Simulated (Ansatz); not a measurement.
The parent structure is Ca3P2 (space group P-3m1, No. 164; a hypothetical phase, not in the database extracts checked).

```yaml
crystal:
  lattice:
    - [4.67538, 0.00000, 0.00000]
    - [-2.33769, 4.04900, 0.00000]
    - [0.00000, 0.00000, 7.03914]
  atoms:
    - { symbol: P, position: [0.33333, 0.66667, 0.22958] }
    - { symbol: P, position: [0.66667, 0.33333, 0.77042] }
    - { symbol: Ca, position: [0.00000, 0.00000, 0.00000] }
    - { symbol: Ca, position: [0.33333, 0.66667, 0.66005] }
    - { symbol: Ca, position: [0.66667, 0.33333, 0.33995] }
```

Cartesian axes are those of the cell as printed.

Level of theory: Ansatz (a program for electronic structure), PBE, PAW, cutoff 420 eV, without spin-orbit coupling.

Base values:

The band gap comes out as 1.39 eV.

The change: the symmetric strain tensor [0.0174 0.0074 0.0038; 0.0074 -0.0127 0.0031; 0.0038 0.0031 -0.0150]; the atoms relax in the strained cell.

How does this affect the band gap and stress?

The band gap drops by 0.05 eV to 1.34 eV; the stress (xx, yy, zz, yz, xz, xy; compression positive) amounts to (-0.47, 0.95, 0.42, -0.57, -0.47, -0.42) GPa.

No phonon test of stability was made.
